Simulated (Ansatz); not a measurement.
Mg2BeN2 (model structure, started from the Ca2ZnN2 type, I4/mmm, No. 139, 5 atoms in the cell), treated with LDA (Ansatz, a program for electronic structure, plane waves, PAW).

Settings: plane-wave cutoff 520 eV, 14×14×14 k mesh, Fermi–Dirac smearing 0.01 eV, scalar-relativistic PAW data made under PBE.

Cell (relaxed at this level):

```
CELL_PARAMETERS angstrom
     -1.53702     1.53702     5.43714
      1.53702    -1.53702     5.43714
      1.53702     1.53702    -5.43714
ATOMIC_POSITIONS crystal
  Mg 0.66441 0.66441 0.00000
  Mg 0.33559 0.33559 0.00000
  Be 0.00000 0.00000 0.00000
  N  0.86047 0.86047 0.00000
  N  0.13953 0.13953 0.00000
```

Q: Give the computed band gap, smallest direct gap on the k points sampled and direct gap at Γ.

A: 
- band gap = 1.16 eV (indirect)
- smallest direct gap on the k points sampled = 1.80 eV
- direct gap at Γ = 1.81 eV

Note: the relaxation could raise the start's symmetry but not lower it, so the cell can be a saddle point.

Computed values are for the static lattice.

Computing time: roughly 20 core-seconds.

A model structure was made by putting elements into a prototype or built by hand; it is no filed structure, need not be a known phase, and can be a saddle point held by its symmetry.
